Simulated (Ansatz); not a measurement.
## What isotropic strain +1.50 % does to Pd

Start from Pd in the fcc (Cu type) structure (space group Fm-3m, No. 225; a = 3.9104 Å; relaxed with 0.1 eV smearing).

One thing is altered: every lattice vector is stretched by 1.50 %; the atoms relax in the strained cell.

Calculations: r2SCAN (Ansatz, a program for electronic structure, PAW, no SOC). k-mesh 29×29×29 (Γ-centred); smearing 0.1 eV (Fermi–Dirac).

* **Volume per atom**: 15.63 Å³ (base 14.95 Å³)
* **Shortest interatomic distance**: 280.7 pm (base 276.5 pm)
* **Energy relative to the base (free energy F)**: +16 meV/atom
* **Band gap**: zero (base zero)

No phonon test of stability was made. All final runs are without spin polarisation. Pd lies near a magnetic instability that expansion can trigger; it was not tested. Pd has a high density of states at the Fermi level and may be magnetic at this level.
